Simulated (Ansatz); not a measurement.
Response to strain in Al2O3

Base system: Al2O3 in the corundum structure (space group R-3c, No. 167; a = 4.729 Å, c = 12.892 Å (hexagonal axes)). Axes: x lies along a and z along c of the hexagonal cell.

Strains are applied to the cell and any free atomic positions relax.

Calculations: LDA (Ansatz, an electronic-structure program), without spin-orbit coupling.

Candidates:
(a) uniaxial strain ε_zz = +0.75 %
(b) uniaxial strain ε_zz = +3.00 %
(c) uniaxial strain ε_zz = +1.50 %
(d) uniaxial strain ε_zz = +2.25 %

Base values:

Band gap: 6.43 eV

Question: Order them by band gap, lowest first.

Answer: (b) uniaxial strain ε_zz = +3.00 % (6.03 eV), (d) uniaxial strain ε_zz = +2.25 % (6.14 eV), (c) uniaxial strain ε_zz = +1.50 % (6.25 eV), (a) uniaxial strain ε_zz = +0.75 % (6.36 eV)

Gaps are read on the SCF mesh and a high-symmetry path. Stability against distortions was not tested.
